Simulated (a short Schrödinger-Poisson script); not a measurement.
Stack: MOS inversion layer, Si3N4 on p-type Si(100), at 300 K.

From the gate side: 2.6 nm Si3N4; 1400 nm Si, acceptors 9.9e16 cm⁻³.

The device is made up for the run: typed textbook-type constants, with dimensions and the other settings drawn at random. Si3N4: permittivity 7.5, conduction-band edge (eV) 1.95, gap (eV) 5.1, electron mass (mₑ) 0.5. Si: permittivity 11.7, conduction-band edge (eV) 0, gap (eV) 1.124, Nv at 300 K (cm⁻³) 3.1e19.

Channel valleys (confinement mass, in-plane density-of-states mass, number): Δ2 0.916, 0.19, 2; Δ4 0.19, 0.417, 4. At the gate the conduction-band edge of layer 1 lies 2.39 eV − eVg above the Fermi level of the channel; the field vanishes at the back. Gaps are held at their typed values at every temperature. Mesh 0.03 nm at interfaces.

Solved with a short Schrödinger-Poisson script written for these runs: 1D Poisson equation in equilibrium, electrons quantum, Hartree (BenDaniel-Duke, 12 states a valley, the channel's in-plane mass for all, wave functions ending at the dielectric), parabolic valleys, classical holes, full ionisation, no traps, pinning or gate leakage.

```tsv
Vg (V)	electrons (cm⁻²)	C (μF/cm²)	Δ2 E0 (meV from the Fermi level)	Δ4 E0 (meV from the Fermi level)
0.35	4.11e9	0.120	203.9	238.0
0.4	2.33e10	0.213	158.4	193.3
0.45	1.06e11	0.517	118.1	154.5
0.5	3.16e11	0.924	88.3	127.0
0.55	6.43e11	1.21	67.8	109.5
0.6	1.05e12	1.39	52.9	98.0
0.65	1.50e12	1.52	41.3	89.8
0.7	1.98e12	1.60	31.9	83.6
0.75	2.49e12	1.67	23.8	78.8
0.8	3.02e12	1.72	16.7	74.8
0.85	3.56e12	1.76	10.4	71.5
0.9	4.12e12	1.79	4.6	68.6
0.95	4.68e12	1.82	-0.8	66.1
1	5.25e12	1.85	-5.8	63.8
1.05	5.83e12	1.87	-10.5	61.8
1.1	6.42e12	1.89	-15.0	59.9
1.15	7.01e12	1.90	-19.3	58.2
1.2	7.60e12	1.92	-23.4	56.6
```

Gate voltages with under 1e9 electrons/cm² are left out.

### Question
At Vg = 1.2 V the lowest Δ2 subband lies at -23.4 meV from the Fermi level. How many electrons does it hold, and what share of all?

### Answer
The two-dimensional density of states is g m/(πħ²) = 1.59e11 cm⁻² meV⁻¹ (both spins), kT = 25.9 meV, so n = D kT ln(1 + exp(−E/kT)) = 5.11e12 cm⁻², 0.67 of the 7.60e12 cm⁻² in all.

### Question
Compare the slope of the sheet density between 1.1 and 1.2 V with the geometric capacitance of the layers between gate and channel.

### Answer
q Δn/ΔV = 1.89 μF/cm²; ε0/Σ(t/ε) = 2.55 μF/cm². The ratio is 0.74: the channel acts as a further capacitance in series.
